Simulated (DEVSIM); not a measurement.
Structure: Schottky contact on p-type GaAs, at 450 K.

Layer 1 from the left is GaAs, thickness (μm) 3.70, Na (cm⁻³) 2.9e16, τn (s) 9.4e-10, τp (s) 9.4e-10.

Left contact: Schottky, work function 4.504 eV, emission velocity 1.8e6 cm/s. Right contact: ohmic. Voltage is applied to the left contact. Recombination: SRH at mid-gap, radiative, Auger. Mobility is μmin + (μ − μmin)/(1 + (N/Nref)^α).

This is a model device: material constants are rounded textbook-type values typed into the input, and sizes, dopings and lifetimes were drawn at random. Values at 300 K; Nc and Nv go as T^1.5, mobilities as T to minus their exponent, the gap by Varshni's rule with the affinity fixed.

GaAs: gap (eV) 1.424, affinity (eV) 4.07, permittivity 12.9, Nc (cm⁻³) 4.7e17, Nv (cm⁻³) 9e18, μn (cm²/Vs) 8500, μp (cm²/Vs) 400, μn,min 500, μp,min 20, Nref,n 6e16, Nref,p 1.5e17, αn 0.39, αp 0.38, T exponent of μn 2.1, T exponent of μp 2.2, B (cm³/s) 2e-10, Cn (cm⁶/s) 1e-30, Cp (cm⁶/s) 1e-30, Varshni α (eV/K) 0.000541, Varshni β (K) 204.

Simulated with DEVSIM: 1D drift-diffusion, Boltzmann statistics, complete ionisation; no tunnelling, impact ionisation, image-force lowering or self-heating. Metal contacts follow the ideal Schottky-Mott rule: no Fermi-level pinning, no interface dipoles.

Dark forward current:

```csv
|V| (V),|J| (A/cm²)
0.05,0.0005338
0.10,0.002415
0.15,0.009104
0.20,0.03294
0.25,0.1177
0.30,0.4166
0.35,1.449
0.40,4.802
0.45,14.19
0.50,34.42
0.55,67.02
0.60,109.6
0.65,159.1
0.70,213.3
0.75,270.7
0.80,330.5
0.85,392.0
0.90,454.8
0.95,518.7
1.00,583.4
1.05,648.8
1.10,714.8
1.15,781.3
1.20,848.2
1.25,915.4
1.30,983.0
```

Work out the local ideality factor n = ΔV / (kT/q · ln(J2/J1)) between the rows 0.20 and 0.25 V, 1.25 and 1.30 V.

kT/q = 38.78 mV. From 0.20 to 0.25 V: ln(0.1177/0.03294) = 1.273, n = 1.01, near the 1 of diffusion or emission over a barrier. From 1.25 to 1.30 V: ln(983.0/915.4) = 0.071, n = 18.10; the layers' resistance at their doping, Σ W/(qμN) = 0.00073 Ω cm², would take 49 mV of this step of 50 mV.

Estimate the current at 0.25 V for emission alone, J0 = q v N_band exp(−φB/kT), and read the barrier back from the simulated current.

φB = 0.919 eV, N_band = 1.65e19 cm⁻³, J0 = 0.000243 A/cm²; J = J0 (exp(qV/kT) − 1) = 0.153 A/cm². The simulation gives 0.118 A/cm²; the estimate lies 30 % above. Read backwards, the simulated current gives an apparent barrier of 0.929 eV. The estimate leaves out transport through the depletion region and minority injection.
